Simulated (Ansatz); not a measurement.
Start from BeSe in the zinc blende structure (space group F-43m, No. 216).

```xyz
2
Lattice="0.0000 2.5408 2.5408 2.5408 0.0000 2.5408 2.5408 2.5408 0.0000" Properties=species:S:1:pos:R:3 pbc="T T T"
Be     0.0000     0.0000     0.0000
Se     1.2704     1.2704     1.2704
```

Cartesian axes are those of the cell as printed.

Calculations: LDA in Ansatz (plane waves to 420 eV, PAW, no SOC).

Strains are applied to the cell and any free atomic positions relax; under biaxial strain the out-of-plane vector relaxes too.

One change was made to it. Results:

```json
[
 {"quantity": "band gap", "base": "2.40 eV", "after": "2.33 eV"},
 {"quantity": "valence-band top at Γ (three highest levels, from the VBM)", "base": "0.00, 0.00, 0.00 eV", "after": "0.00, -0.17, -0.17 eV"},
 {"quantity": "pressure (mean of the normal stresses, compression positive)", "base": "-0.01 GPa", "after": "-2.08 GPa"}
]
```

Problem. Name the change that was made.
(A) biaxial strain +1.67 %, plane normal [111], relaxed out of plane
(B) biaxial strain +2.08 %, plane normal [111], relaxed out of plane
(C) biaxial strain −0.42 %, plane normal [111], relaxed out of plane

Solution. A, biaxial strain +1.67 %, plane normal [111], relaxed out of plane. For comparison, the valence-band top at Γ in the other runs: biaxial strain +2.08 %, plane normal [111], relaxed out of plane gives 0.00, -0.21, -0.21 eV; biaxial strain −0.42 %, plane normal [111], relaxed out of plane gives 0.00, 0.00, -0.05 eV.

Gaps are Kohn–Sham eigenvalue differences; semilocal functionals usually give less than the measured gap. No phonon test of stability was made.

Ansatz is a program for electronic structure.
